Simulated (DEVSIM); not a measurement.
Device: abrupt GaAs p-n junction, at 300 K.

Layer 1 from the left is GaAs, thickness (μm) 2.90, Na (cm⁻³) 8.2e16, τn (s) 1e-8, τp (s) 1e-8. Layer 2 from the left is GaAs, thickness (μm) 5.00, Nd (cm⁻³) 9.6e15, τn (s) 1e-8, τp (s) 1e-8.

Left contact: ohmic. Right contact: ohmic. Voltage is applied to the left contact. Recombination: SRH at mid-gap, radiative, Auger. Mobility is μmin + (μ − μmin)/(1 + (N/Nref)^α).

The device is made up for the run: typed textbook-type constants, with dimensions and the other settings drawn at random. Values at 300 K.

GaAs: gap (eV) 1.424, affinity (eV) 4.07, permittivity 12.9, Nc (cm⁻³) 4.7e17, Nv (cm⁻³) 9e18, μn (cm²/Vs) 8500, μp (cm²/Vs) 400, μn,min 500, μp,min 20, Nref,n 6e16, Nref,p 1.5e17, αn 0.39, αp 0.38, B (cm³/s) 2e-10, Cn (cm⁶/s) 1e-30, Cp (cm⁶/s) 1e-30.

Problem. Estimate by hand the built-in potential, the peak field at zero bias, the capacitance at -6 V, and compare with a numerical solution.

Solution. 
- Built-in potential: ni = √(Nc Nv) exp(−Eg/2kT) = 2250000 cm⁻³ with Eg = 1.424 eV; Vbi = kT/q ln(Na Nd/ni²) = 1.202 V; numerical 1.202 V.
- Peak field at zero bias: depletion approximation: W = √(2εVbi/(qN)) = 0.447 μm with N = 8.59e15 cm⁻³; field = 2Vbi/W = 53800 V/cm; numerical 52700 V/cm (estimate above by 2.2 %).
- Capacitance at -6 V: C = √(qεN / 2(Vbi + |V|)) = 10.4 nF/cm²; numerical 10.5 nF/cm².

Model (solved in DEVSIM): 1D drift-diffusion, Boltzmann statistics, complete ionisation; no tunnelling, impact ionisation, image-force lowering or self-heating.
